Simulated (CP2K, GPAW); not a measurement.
A CP2K input for a self-consistent single point of NiTe2 (P-3m1, 3 atoms in the cell) (DFT PBEsol, GPW, DZVP-MOLOPT-SR-GTH basis, GTH-PBE potentials (GTH_POTENTIALS)):

```
&GLOBAL
  PROJECT nite2
  RUN_TYPE ENERGY_FORCE
  PRINT_LEVEL MEDIUM
&END GLOBAL
&FORCE_EVAL
  METHOD Quickstep
  STRESS_TENSOR ANALYTICAL
  &DFT
    BASIS_SET_FILE_NAME BASIS_MOLOPT
    POTENTIAL_FILE_NAME GTH_POTENTIALS
    &QS
      METHOD GPW
      EPS_DEFAULT 1E-10
    &END QS
    &MGRID
      CUTOFF 600
      REL_CUTOFF 40
      NGRIDS 5
    &END MGRID
    &SCF
      SCF_GUESS ATOMIC
      EPS_SCF 1E-6
      MAX_SCF 100
      ADDED_MOS 6
      &DIAGONALIZATION
        ALGORITHM STANDARD
      &END DIAGONALIZATION
      &MIXING
        METHOD BROYDEN_MIXING
        ALPHA 0.3
        NBUFFER 10
        BETA 1.5
      &END MIXING
      &SMEAR ON
        METHOD FERMI_DIRAC
        ELECTRONIC_TEMPERATURE [K] 1160.45
      &END SMEAR
    &END SCF
    &KPOINTS
      SCHEME MONKHORST-PACK 10 10 7
      GAMMA_CENTERED T
    &END KPOINTS
    &XC
      &XC_FUNCTIONAL
        &PBE
          PARAMETRIZATION PBESOL
        &END PBE
      &END XC_FUNCTIONAL
    &END XC
    &PRINT
      &MO
        EIGENVALUES T
        OCCUPATION_NUMBERS T
        NDIGITS 8
        FILENAME mo
        &EACH
          QS_SCF 0
        &END EACH
        ADD_LAST NUMERIC
      &END MO
      &MULLIKEN ON
      &END MULLIKEN
    &END PRINT
  &END DFT
  &SUBSYS
    &CELL
      A 3.84388000 0.00000000 0.00000000
      B -1.92194100 3.32889800 0.00000000
      C 0.00000000 0.00000000 5.32922800
      PERIODIC XYZ
    &END CELL
    &COORD
      SCALED
      Ni       0.00000000     0.00000000     0.00000000
      Te       0.33333300     0.66666700     0.24192000
      Te       0.66666700     0.33333300     0.75808000
    &END COORD
    &KIND Ni
      BASIS_SET DZVP-MOLOPT-SR-GTH
      POTENTIAL GTH-PBE-q18
    &END KIND
    &KIND Te
      BASIS_SET DZVP-MOLOPT-SR-GTH
      POTENTIAL GTH-PBE-q6
    &END KIND
  &END SUBSYS
  &PRINT
    &FORCES ON
    &END FORCES
    &STRESS_TENSOR ON
    &END STRESS_TENSOR
  &END PRINT
&END FORCE_EVAL
```

Task: Write the same calculation as an input for GPAW.

Result: This is the input that was run; spellings and numerical settings could be chosen otherwise.

```python
from ase import Atoms
from ase.units import GPa
from gpaw import GPAW, PW, FermiDirac

atoms = Atoms(['Ni', 'Te', 'Te'],
              cell=[[3.843880, 0.000000, 0.000000],
                    [-1.921941, 3.328898, 0.000000],
                    [0.000000, 0.000000, 5.329228]],
              scaled_positions=[[0.000000, 0.000000, 0.000000],
                                [0.333333, 0.666667, 0.241920],
                                [0.666667, 0.333333, 0.758080]],
              pbc=True)

calc = GPAW(mode=PW(800),
            xc='PBEsol',
            kpts={'size': (10, 10, 7), 'gamma': True},
            occupations=FermiDirac(0.1),
            nbands=-9,
            symmetry={'symmorphic': False, 'tolerance': 0.0005},
            maxiter=120,
            txt='-')

atoms.calc = calc

energy = atoms.get_potential_energy()
print('Energy (eV):', round(energy, 6))
forces = atoms.get_forces()
print('Forces (eV/Ang):')
print(forces.round(5))
stress = atoms.get_stress()
print('Stress (GPa, Voigt):', (stress / GPa).round(4))
```

Basis settings and potentials, where a program has them, do not carry over. This input uses DFT PBEsol, plane waves, GPAW PAW datasets PBEsol (made by gpaw-setup).

The starting cell comes from a database of computed structures (which also holds hypothetical and non-ambient phases and stackings), without a prior relaxation at this level. Its lattice was rescaled by a random factor within 2.5 % of one. For this run, on top of that: lattice scaled by 0.98.
